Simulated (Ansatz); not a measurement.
**Hypothetical diamond Os, pressure series**

Start from Os in the diamond structure (space group Fd-3m, No. 227; a = 5.556 Å; a hypothetical phase, not in the database extracts checked).

Cell and atoms are relaxed at each pressure.

Method: Ansatz (a program for electronic structure), PBE, PAW, cutoff 420 eV, no spin-orbit coupling.

Two rows of this table had their results exchanged by mistake.

| pressure | volume per atom (Å³) | shortest distance (Å) | band gap |
|---|---|---|---|
| pressure −2 GPa | 21.65 | 2.414 | zero |
| pressure −1 GPa | 21.28 | 2.400 | zero |
| pressure 0.3 GPa | 21.40 | 2.405 | zero |
| pressure 0.7 GPa | 21.36 | 2.403 | zero |
| pressure 1.5 GPa | 21.54 | 2.410 | zero |
| pressure 3 GPa | 21.13 | 2.394 | zero |
| pressure 5 GPa | 20.95 | 2.387 | zero |
| pressure 7.5 GPa | 20.72 | 2.379 | zero |
| pressure 10 GPa | 20.51 | 2.371 | zero |

Question: Which two?

Answer: The rows for pressure −1 GPa and pressure 1.5 GPa: the volume has to fall steadily with pressure, so 21.54 Å³ belongs to pressure −1 GPa and 21.28 Å³ to pressure 1.5 GPa.

Load acts through the strain it causes; cell and atoms are relaxed under it. No phonon test of stability was made. No other phases were tried under pressure. All final runs are without spin polarisation.
